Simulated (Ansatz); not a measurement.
A self-consistent single point of the (001) slab of Mo2Rh (cut from a parent of space group no. 69; 6 atoms in the cell) with Ansatz (a quantum-chemistry and plane-wave program).

Method: PBEsol, default PAW files made with PBE (plane waves; Ansatz).

```
CELL_PARAMETERS angstrom
      2.71443     0.00000     0.00000
     -2.85316     2.71089     0.00000
      0.00000     0.00000    24.13751
ATOMIC_POSITIONS crystal
  Mo 0.00000 0.00000 0.29001
  Mo 0.00000 0.50000 0.71000
  Mo 0.00000 0.50000 0.54646
  Mo 0.00000 0.00000 0.45354
  Rh 0.00000 0.00000 0.62823
  Rh 0.00000 0.50000 0.37177
```

Reference input (self-consistent single point, DFT, PBEsol, plane waves, default PAW files made with PBE): basis.ecutwfc = 420 eV; kpoints.mp_grid.grid = 8 8 1; hamiltonian.xc = pbesol; hamiltonian.pseudopotentials = {kind: paw} (the program's default PAW files); scf.occupations.method = gaussian; scf.occupations.width = 0.1 eV. This run's input differs from it in these lines:

Ansatz 0.2 input:
```diff
@@ -13,3 +13,3 @@
 basis:
-  ecutwfc: 420.0
+  ecutwfc: 630.0
 kpoints:
```

Output (repeated stretches shortened):

```
SCF iter   1: F=—  HF=-32264.308541 eV  |F-HF|=—  |Δ(HF+E_count)|=         —  Δρ=1.38e-2  dr2=3.59e0  ethr=1.77e-3  ⟨swp⟩=7.9  Hψ=5211  notcnv=0
all-band conjugate gradients solve this SCF's bands
preconditioner: auto → LDOS
SCF iter   2: F=—  HF=-32264.243089 eV  |F-HF|=—  |Δ(HF+E_count)|=   6.55e-2  Δρ=9.91e-3  dr2=1.20e0  ethr=1.77e-3  ⟨swp⟩=2.0  Hψ=1451  notcnv=0  defer=45
   [... lines left out ...]
SCF iter   6: F=—  HF=-32264.199262 eV  |F-HF|=—  |Δ(HF+E_count)|=   9.78e-5  Δρ=6.76e-5  dr2=1.24e-5  ethr=8.68e-8  ⟨swp⟩=2.5  Hψ=1774  notcnv=0  defer=40
SCF iter   7: F=—  HF=-32264.199263 eV  |F-HF|=—  |Δ(HF+E_count)|=   5.61e-7  Δρ=2.09e-5  dr2=1.08e-6  ethr=1.38e-8  ⟨swp⟩=2.0  Hψ=1399  notcnv=0  defer=40
SCF iter   8: F=—  HF=-32264.199263 eV  |F-HF|=—  |Δ(HF+E_count)|=   3.17e-7  Δρ=5.58e-6  dr2=1.83e-7  ethr=1.11e-10  ⟨swp⟩=12.5  Hψ=5757  notcnv=0
SCF iter   9: F=-32264.199263 eV  HF=-32264.199263 eV  |F-HF|=4.23e-9  |Δ(HF+E_count)|=   5.29e-8  Δρ=1.46e-6  dr2=6.50e-9  ethr=1.11e-10  ⟨swp⟩=5.0  Hψ=3714  notcnv=0
SCF 1 converged in 9 iterations: F = -32264.199263 eV  dr2 = 6.50e-9
Free energy (F): -32264.199263 eV
Internal energy: -32264.158396 eV  (E = F + TS)
E sigma→0 (E₀):  -32264.178830 eV
Entropy (-TS):   -0.040867 eV (-6.811 meV/atom)
Fermi energy:    8.476802 eV
--- Forces (eV/Å), atoms counted from 1 ---
  atom   1  Mo     0.00000000     0.00000000     0.46846530
  atom   2  Mo     0.00000000     0.00000000    -0.46846530
  atom   3  Mo     0.00000000    -0.00000000     0.33038925
  atom   4  Mo     0.00000000    -0.00000000    -0.33038925
  atom   5  Rh     0.00000000     0.00000000    -0.08734209
  atom   6  Rh     0.00000000     0.00000000     0.08734209
--- Stress (GPa, compression-positive) ---
       -8.067794       0.209041       0.000000
        0.209041      -8.046399       0.000000
        0.000000       0.000000      -4.103141
  P = ⅓ Tr σ = -6.7391 GPa (-67.391 kbar)
  The stress holds the Pulay correction. Without it, at fixed plane waves, as pw.x and ABINIT print it: P = -6.7414 GPa
```

The run converged in 9 iterations. Against the reference run the free energy falls by 1.1 meV/atom and the largest force stays at 0.468 eV/Å.

The starting cell comes from a database of computed structures (which also holds hypothetical and non-ambient phases and stackings), without a prior relaxation at this level. The slab is cut from that crystal, and its faces are unrelaxed. Its lattice was rescaled by up to half a per cent. Spin polarisation is off.
